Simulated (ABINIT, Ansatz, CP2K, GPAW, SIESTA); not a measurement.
MgH2 (P4_2/mnm, 6 atoms in the cell) computed with different codes at matched settings

Band-structure calculation.

```yaml
crystal:
  lattice:
    - [4.53220, 0.00000, 0.00000]
    - [0.00000, 4.53220, 0.00000]
    - [0.00000, 0.00000, 3.02965]
  atoms:
    - { symbol: Mg, position: [0.50000, 0.50000, 0.50000] }
    - { symbol: Mg, position: [0.00000, 0.00000, 0.00000] }
    - { symbol: H, position: [0.69557, 0.69557, 0.00000] }
    - { symbol: H, position: [0.30443, 0.30443, 0.00000] }
    - { symbol: H, position: [0.80443, 0.19557, 0.50000] }
    - { symbol: H, position: [0.19557, 0.80443, 0.50000] }
```

Shared settings, as Ansatz (an electronic-structure program) writes them: kpoints.mp_grid.grid = 6 6 9; scf.occupations.method = fixed. Potentials and cutoffs stand in the table.

| code | model | gap along the path (eV) | smallest direct gap (eV) | cutoff |
|---|---|---|---|---|
| SIESTA | GGA PBE, numerical atomic orbitals DZP, PseudoDojo PBE standard norm-conserving potentials (rewritten from UPF to PSML) | 3.64 | 4.39 | grid 400 Ry |
| ABINIT | PBE, PAW (JTH v2.0 PBE PAW) | 3.69 | 4.51 | 30 Ha |
| CP2K | PBE, GPW, DZVP-MOLOPT-SR-GTH basis, GTH-PBE potentials (GTH_POTENTIALS) | 3.07 | 4.04 | grid 1000 Ry |
| GPAW | PBE, GPAW PAW datasets PBE (gpaw-data 1.0.1) | 3.72 | 4.55 | 850 eV |
| Ansatz | PBE, default PAW files | 3.73 | 4.52 | 420 eV |

The spread over the programs that give each value: gap along the path within 0.66 eV; smallest direct gap within 0.51 eV.

SIESTA and CP2K use small atom-centred bases, whose incompleteness enters pressures, forces and empty levels differently from a plane-wave cutoff.

In the gap along the path, CP2K stands apart from the plane-wave programs.

The starting cell comes from a database of computed structures (which also holds hypothetical and non-ambient phases and stackings), without a prior relaxation at this level. Its lattice was rescaled by a random factor within 2.5 % of one.

Left out of this page: Quantum ESPRESSO and FLEUR (not drawn, or without a comparable value).

Keys are those of Ansatz 0.2.
